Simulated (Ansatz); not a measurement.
Take BN in the zinc blende structure (space group F-43m, No. 216; a = 3.5805 Å) as the base. Axes: x, y, z lie along the cube axes.

Level of theory: LDA (Ansatz, an electronic-structure program; PAW; 420 eV plane waves; no spin-orbit coupling).

For the base:

| Property | Result |
|---|---|
| Smallest direct gap | 8.83 eV |
| Electron mass | 0.90 mₑ along k, 0.30 mₑ across (at X) |

One thing is altered: biaxial strain +2.50 %, plane normal [001], relaxed out of plane (Cartesian); in-plane vectors clamped, the third vector and the atoms free.

Estimate the effect on the energy relative to the base, in-plane stress, smallest direct gap and electron mass.

The energy rises by 20 meV/atom; the mean in-plane stress (compression positive) is -21.2 GPa; the smallest direct gap falls by 0.56 eV, from 8.83 eV to 8.27 eV; the electron mass becomes 0.85 mₑ along k, 0.30 mₑ across (at X) (base: 0.90 mₑ along k, 0.30 mₑ across (at X)).

Effective masses come from finite differences of ±0.01 Å⁻¹. Along k means along the line from Γ to the band edge. Gaps are read on the SCF mesh and a high-symmetry path. No phonon test of stability was made.
